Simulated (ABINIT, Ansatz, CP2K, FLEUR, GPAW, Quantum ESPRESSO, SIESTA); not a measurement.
**One structure in several programs: PbO2 (P4_2/mnm, 6 atoms in the cell)**

Self-consistent single point.

```
CELL_PARAMETERS angstrom
      4.94851     0.00000     0.00000
      0.00000     4.94851     0.00000
      0.00000     0.00000     3.37730
ATOMIC_POSITIONS crystal
  Pb 0.00000 0.00000 0.00000
  Pb 0.50000 0.50000 0.50000
  O  0.30743 0.30743 0.00000
  O  0.69257 0.69257 0.00000
  O  0.19257 0.80743 0.50000
  O  0.80743 0.19257 0.50000
```

Shared settings, as Ansatz (a program for electronic structure) writes them: kpoints.mp_grid.grid = 6 6 9; scf.occupations.method = gaussian; scf.occupations.width = 0.1 eV. Potentials and cutoffs stand in the table.

```csv
code,model,pressure (GPa),largest force (eV/Å),cutoff
GPAW,"LDA (Perdew-Wang 92), GPAW PAW datasets LDA (gpaw-data 1.0.1)",–,0.011,900 eV
Quantum ESPRESSO,"LDA (PZ), GBRV 1.5 ultrasoft (LDA) pseudopotentials",-0.31,0.012,40 Ry
CP2K,"LDA (Pade form), GPW, DZVP-MOLOPT-SR-GTH basis, GTH-PADE potentials (GTH_POTENTIALS)",-5.09,0.165,grid 450 Ry
ABINIT,"LDA (PW92), norm-conserving pseudopotentials (PseudoDojo nc-sr-04 LDA standard)",0.67,0.010,42 Ha
Ansatz,"LDA (PW92), PAW files made with PBE",-0.41,0.013,default
SIESTA,"LDA PW92, numerical atomic orbitals DZP, PseudoDojo LDA standard norm-conserving potentials (rewritten from UPF to PSML)",4.35,0.043,grid 300 Ry
FLEUR,"LDA (Perdew-Zunger), all-electron FLAPW (FLEUR), scalar-relativistic valence",–,0.012,Kmax 4.4 1/bohr
```

A dash marks a value that a program does not give, or that is left out as unsure.

No clean gap comes from GPAW, Quantum ESPRESSO, CP2K, ABINIT and SIESTA: levels at the Fermi energy touch, overlap or are partly filled at this smearing.

On Ansatz's run: spin-orbit coupling is off.

The spread over the programs that give each value: pressure within 9.44 GPa; largest force within 0.155 eV/Å.

CP2K and SIESTA use small atom-centred bases, whose incompleteness enters pressures, forces and empty levels differently from a plane-wave cutoff. FLEUR treats all electrons, but the usual bases taken here (sphere radii, linearisation, local orbitals, empty states) were not tested for convergence, so the values are no reference for the others. Ansatz's pressure is given at a fixed set of plane waves, as the other plane-wave codes print theirs; with its correction for the finite basis it is 0.13 GPa (the shift of 0.54 GPa shows how far the cutoff is from converged). The pressure of GPAW is left out: its cutoff lies under the one at which its stress was checked. The same LDA comes in different parametrisations, which differ slightly. In the pressure, CP2K (by 4.78) and SIESTA (by 4.66) lie more than 1 GPa from the median of the plane-wave programs. In the force vectors, CP2K (by 0.176) lies more than 0.08 eV/Å from the median of the plane-wave programs.

The starting cell comes from a database of computed structures (which also holds hypothetical and non-ambient phases and stackings), without a prior relaxation at this level. Its lattice was rescaled by a random factor within 2.5 % of one.

Keys are those of Ansatz 0.2.
